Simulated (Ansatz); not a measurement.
Here is the system:

```yaml
crystal:
  lattice:
    - [4.35650, 0.00000, 0.00000]
    - [-2.17825, 3.77284, 0.00000]
    - [0.00000, 0.00000, 7.11144]
  atoms:
    - { symbol: Cd, position: [0.33333, 0.66667, 0.00013] }
    - { symbol: Cd, position: [0.66667, 0.33333, 0.50013] }
    - { symbol: Se, position: [0.33333, 0.66667, 0.37587] }
    - { symbol: Se, position: [0.66667, 0.33333, 0.87587] }
```

No spin polarisation.

The values are results of Ansatz (a program for electronic structure) PBE, no spin-orbit coupling, not measurements. Settings: 9×9×5 k-points, 0.05 eV Fermi–Dirac smearing.

Question: Predict the width of the top valence band, gap character, space group and band gap.

Answer: 
- Width of the top valence band = 1.61 eV
- Gap character = direct at Γ
- Space group = P6_3mc (No. 186)
- Band gap = 0.58 eV

The cells carry an imposed strain or load. Stability against distortions was not tested. The cell was made from CdSe in the wurtzite structure (space group P6_3mc, No. 186) by this change: isotropic strain −0.60 %.
